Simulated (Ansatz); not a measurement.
Results of LDA (Ansatz, a quantum-chemistry and plane-wave program, PAW) for TcAgO₄ (I4₁/a, No. 88, 12 atoms in the cell; start COD 2013356).

Settings: plane-wave cutoff 520 eV, 10×10×10 k mesh, Fermi–Dirac smearing 0.01 eV, no spin polarisation, scalar-relativistic PAW data made under PBE.

Cell (relaxed at this level):

```cif
data_Ag2O8Tc2
_chemical_formula_sum 'Ag2 Tc2 O8'
_space_group_name_H-M_alt 'P 1'
_space_group_IT_number 1
_cell_length_a 6.62934
_cell_length_b 6.62934
_cell_length_c 6.62934
_cell_angle_alpha 134.322
_cell_angle_beta 134.322
_cell_angle_gamma 66.585
loop_
_space_group_symop_operation_xyz
  'x, y, z'
loop_
_atom_site_label
_atom_site_type_symbol
_atom_site_fract_x
_atom_site_fract_y
_atom_site_fract_z
_atom_site_occupancy
Ag1 Ag 0.50000 0.50000 0.00000 1
Ag2 Ag 0.25000 0.75000 0.50000 1
Tc1 Tc 0.00000 0.00000 0.00000 1
Tc2 Tc 0.75000 0.25000 0.50000 1
O1 O 0.59983 0.48273 0.40813 1
O2 O 0.94170 0.84983 0.61710 1
O3 O 0.07460 0.19170 0.59187 1
O4 O 0.23273 0.32460 0.38290 1
O5 O 0.15017 0.76727 0.09187 1
O6 O 0.80830 0.40017 0.88290 1
O7 O 0.67540 0.05830 0.90813 1
O8 O 0.51727 0.92540 0.11710 1
```

### Question
Predict the band gap, smallest direct gap on the k points sampled and direct gap at Γ.

### Answer

- band gap = 1.07 eV
- smallest direct gap on the k points sampled = 1.22 eV
- direct gap at Γ = 1.60 eV

Note: the relaxation could not lower the start's symmetry, so a distorted cell can lie lower.

Spin–orbit coupling is not included.
